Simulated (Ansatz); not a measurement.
**ScAl$_{3}$ in the Cu3Au type structure (space group Pm-3m, No. 221)**

```
CELL_PARAMETERS angstrom
      4.08609     0.00000     0.00000
      0.00000     4.08609     0.00000
      0.00000     0.00000     4.08609
ATOMIC_POSITIONS crystal
  Al 0.00000 0.50000 0.50000
  Al 0.50000 0.50000 0.00000
  Al 0.50000 0.00000 0.50000
  Sc 0.00000 0.00000 0.00000
```

Level of theory: Ansatz (an electronic-structure program) r2SCAN, without spin-orbit coupling. k-mesh 11×11×11 (Γ-centred); smearing 0.05 eV (Fermi–Dirac).

| Quantity | Result |
|---|---|
| Volume per atom | 17.06 Å³ |
| Density | 3.06 g/cm³ |
| Band gap | zero |
| Total energy | -940.942 eV/atom (σ→0; compares only within this code and set-up) |

Stability against distortions was not tested. All final runs are without spin polarisation.
